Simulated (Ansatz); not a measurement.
The reference is HfN in the rock salt structure (space group Fm-3m, No. 225; relaxed with 0.1 eV smearing).

```xyz
2
Lattice="0.0000 2.2629 2.2629 2.2629 0.0000 2.2629 2.2629 2.2629 0.0000" Properties=species:S:1:pos:R:3 pbc="T T T"
N      0.0000     0.0000     0.0000
Hf     2.2629     2.2629     2.2629
```

Cartesian axes are those of the cell as printed.

Computed with plane-wave PAW DFT at the r2SCAN level (Ansatz, a quantum-chemistry and plane-wave program, 500 eV), scalar-relativistic without spin-orbit coupling.

Now apply this change: uniaxial strain ε_yy = −4.11 %, all other strain components held at zero; the atoms relax in the strained cell.

Question: Predict the stress tensor and what it implies for the stiffness.

Answer: Stress of the strained cell less that of the base (GPa, compression positive):
```
    5.3     0.0     0.0
    0.0    32.0     0.0
    0.0     0.0     5.3
```

Then −Δσ_ii/ε with ε = -0.0411 gives secant stiffness values (nonlinear terms included at this strain): C22 ≈ 778 GPa, C12 ≈ 129 GPa and C23 ≈ 129 GPa.

As a check, the harmonic strain energy −½ V₀ Δσ:ε is 48 meV/atom; the computed energy rise is 44 meV/atom.

Whether these cells are dynamically stable was not tested. The final runs are not spin-polarised.
